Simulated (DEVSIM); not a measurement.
Structure: Pt/SiO2/n-Si capacitor, at 250 K.

| layer (left to right) | material | thickness (nm) | Nd (cm⁻³) |
|---|---|---|---|
| 1 | SiO2 | 51.0 | - |
| 2 | Si | 890 | 4.2e17 |

Metal gate on the left, work function 5.6 eV. Fixed charge at the semiconductor interface -5.1e10 cm⁻² (in units of +e); interface traps 1.2e10 cm⁻² eV⁻¹, uniform in energy, neutral level at 0.5 of the gap above the valence band.

Constants are typed, rounded textbook-type inputs, not results; the design itself was drawn at random and stands for no fabricated device. Values at 300 K; Nc and Nv go as T^1.5, mobilities as T to minus their exponent, the gap by Varshni's rule with the affinity fixed.

```
parameter         SiO2        Si
----------------  ----  --------
gap (eV)             9     1.124
affinity (eV)      0.9      4.05
permittivity       3.9      11.7
Nc (cm⁻³)            -   2.86e19
Nv (cm⁻³)            -    3.1e19
Varshni α (eV/K)     -  0.000473
Varshni β (K)        -       636
```

DEVSIM, 1D Poisson equation in equilibrium, Boltzmann statistics, complete ionisation; no quantum confinement or tunnelling. Metal contacts follow the ideal Schottky-Mott rule: no Fermi-level pinning, no interface dipoles.

The interface trap density was swept, all else fixed.

```tsv
interface trap density (cm^-2 eV^-1)	minimum of the low-frequency capacitance (μF/cm²)	flat-band voltage (V)
0	0.0512	1.59
1e10	0.0513	1.60
1.2e10	0.0513	1.60
1e11	0.0519	1.70
3e11	0.0535	1.93
1e12	0.0572	2.73
2e12	0.0600	3.87
```

From the first row to the last the minimum of the low-frequency capacitance goes from 0.0512 to 0.0600. From the first row to the last the flat-band voltage goes from 1.59 to 3.87.
